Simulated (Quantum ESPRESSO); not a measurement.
A working Quantum ESPRESSO input for LaP5 (P2_1/m, 24 atoms in the cell) (DFT, LDA (PZ), plane waves, GBRV 1.5 ultrasoft (LDA) pseudopotentials):

```fortran
&CONTROL
 calculation = 'scf'
 prefix = 'scf'
 outdir = './out'
 pseudo_dir = './'
 tprnfor = .true.
 tstress = .true.
/
&SYSTEM
 ibrav = 0
 nat = 24
 ntyp = 2
 ecutwfc = 40
 ecutrho = 200
 occupations = 'smearing'
 smearing = 'methfessel-paxton'
 degauss = 0.0099958
/
&ELECTRONS
 conv_thr = 1e-10
/
ATOMIC_SPECIES
La   138.9055  la_lda_v1.uspp.F.UPF
P     30.9738  p_lda_v1.5.uspp.F.UPF
ATOMIC_POSITIONS {angstrom}
La    0.7347423970    7.1870310000    4.8781410407
La    2.3666116030    2.3956770000    4.7775289593
La    2.0157010539    7.1870310000    0.2215010698
La    1.0856529461    2.3956770000    9.4341689302
P     3.3846073858    5.6777544900    7.8073816486
P    -0.2832533858    3.9049535100    1.8482883514
P    -0.2832533858    0.8864004900    1.8482883514
P     3.3846073858    8.6963075100    7.8073816486
P     0.6910838535    0.3199666201    6.3405888189
P     2.4102701465    9.2627413799    3.3150811811
P     2.4102701465    5.1113206201    3.3150811811
P     0.6910838535    4.4713873799    6.3405888189
P    -1.3573747203    3.9755780680    6.6747715576
P     4.4587287203    5.6071299320    2.9808984424
P     4.4587287203    8.7669320680    2.9808984424
P    -1.3573747203    0.8157759320    6.6747715576
P     1.7258318839    4.4123578986    1.3661807483
P     1.3755221161    5.1703501014    8.2894892517
P     1.3755221161    9.2037118986    8.2894892517
P     1.7258318839    0.3789961014    1.3661807483
P     4.7605844638    7.1870310000    1.5060914066
P    -1.6592304638    2.3956770000    8.1495785934
P     3.4688193252    7.1870310000    6.2352454592
P    -0.3674653252    2.3956770000    3.4204245408
K_POINTS {automatic}
4 2 2  0 0 0
CELL_PARAMETERS {angstrom}
   5.4996210000     0.0000000000     0.0000000000
   0.0000000000     9.5827080000     0.0000000000
  -2.3982670000     0.0000000000     9.6556700000
```

The run converged in 16 iterations: free energy E − TS -9810.9982 eV; Fermi level (on the code's own zero) 8.68 eV; pressure -0.53 GPa; largest force (vector length) 0.617 eV/Å. Each of these slips is then made, one at a time:

(1)
fractional and Cartesian coordinates mixed up

(2)
```diff
+ tot_charge = 1
```

Question: What happens in each case?

Answer: 
(1) Fractional and Cartesian coordinates mixed up. The program stopped before any SCF iteration.
```
Error in routine cdiaghg (299):
S matrix not positive definite
```

(2) An unintended net charge. The run converged in 16 iterations without an error; against the sound input the pressure goes from -0.53 to -4.49 GPa and the largest force goes from 0.617 to 0.591 eV/Å.

The starting cell comes from a database of computed structures (which also holds hypothetical and non-ambient phases and stackings), without a prior relaxation at this level. Its lattice was rescaled by a random factor within 2.5 % of one.

Left out of this page: 4 runs of the series outside the window shown, repeating another row's setting, or not comparable.
